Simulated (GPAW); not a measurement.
Band structure of Sr (Fm-3m, 1 atom in the cell).

```
CELL_PARAMETERS angstrom
      0.00000     2.96383     2.96383
      2.96383     0.00000     2.96383
      2.96383     2.96383     0.00000
ATOMIC_POSITIONS crystal
  Sr 0.00000 0.00000 0.00000
```

Computed with PBE, GPAW PAW datasets PBE (gpaw-data 1.0.1) (plane waves; GPAW).

Settings: mode = pw; ecut = 550 eV; xc = PBE; kpts = 8 8 8; mesh shift (steps) = 0 0 0; occupations.name = fermi-dirac; occupations.width = 0.1 eV; nbands = -7; convergence.density = 1e-05 e/electron; convergence.energy = 1e-05 eV/electron; symmetry.symmorphic = false; symmetry.tolerance = 0.0005; maxiter = 100; bandpath_npoints = 40.

The starting cell comes from a database of computed structures (which also holds hypothetical and non-ambient phases and stackings), without a prior relaxation at this level. Its lattice was rescaled by a random factor within 2.5 % of one.

Levels in eV from the Fermi level, bands 2 to 9:
```csv
point,2,3,4,5,6,7,8,9
Γ,-18.34,-18.34,-18.34,-3.71,2.45,2.45,2.45,4.00
X,-18.57,-18.43,-18.43,-0.66,0.35,1.18,5.12,5.44
W,-18.50,-18.50,-18.43,0.07,0.69,0.69,2.41,5.45
K,-18.53,-18.48,-18.41,-0.09,0.27,0.93,3.58,4.13
L,-18.58,-18.37,-18.37,-1.11,0.14,2.28,2.28,5.11
U,-18.53,-18.48,-18.41,-0.09,0.27,0.93,3.58,4.13
```

Bands cross the Fermi level along this path, so the cell is metallic at this level.
